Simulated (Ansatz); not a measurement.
Calculation: PBE (plane waves to 420 eV, PAW; Ansatz, an electronic-structure program).

Planar average of the electrostatic potential across the slab, in eV from the Fermi level, for C on the 1x1 (111) surface of fcc Al, one in a 1x1 cell, started at the site 'bridge Al-Al (span 2.9 Å)':

(z (Å), V (eV)): (5.30, 3.92); (5.59, 3.92); (5.89, 3.92); (6.18, 3.92); (6.48, 3.91); (6.77, 3.90); (7.07, 3.87); (7.36, 3.81); (7.66, 3.67); (7.95, 3.38); (8.24, 2.78); (8.54, 1.56); (8.83, -0.89); (9.13, -4.76); (9.42, -6.91); (9.72, -7.31); (10.01, -7.16); (10.31, -5.82); (10.60, -2.45); (10.89, -0.48); (11.19, -1.59); (11.48, -5.03); (11.78, -7.04); (12.07, -7.44); (12.37, -7.21); (12.66, -5.70); (12.96, -2.35); (13.25, -0.80); (13.54, -2.57); (13.84, -5.87); (14.13, -7.21); (14.43, -7.36); (14.72, -6.90); (15.02, -4.75); (15.31, -1.27); (15.61, -0.07); (15.90, -1.57); (16.19, -4.98); (16.49, -6.63); (16.78, -6.71); (17.08, -6.92); (17.37, -8.37); (17.67, -9.99); (17.96, -8.45); (18.26, -2.36); (18.55, 3.37); (18.84, 5.60); (19.14, 6.45); (19.43, 6.77); (19.73, 6.89); (20.02, 6.94); (20.32, 6.95); (20.61, 6.96); (20.91, 6.96); (21.20, 6.96); (21.49, 6.96); (21.79, 6.96); (22.08, 6.96)

Set-up: 5 atoms, 7.0 Å thick at the start under the adsorbate (thin: gaps and levels are the slab's own); mesh 12x12x1; 0.1 eV smearing; dipole correction on; 2 atoms held, the rest relaxed; start symmetry kept, larger cells not searched; spin-polarised, no spin-orbit, no U, no dispersion correction. The starting moment vanished. At the end it is bonded to 3 Al. In PBE it is, or lies within 0.03 eV of, the lowest of the starts that converged.

The surface cell has an area of 7.07 Å². What dipole along the normal does the step between the two vacuum levels imply?

the top vacuum level lies 3.04 eV above the bottom one; p = −ε₀ A ΔV (ε₀ = 0.005526 e/(V·Å)) gives -0.12 e·Å a cell.
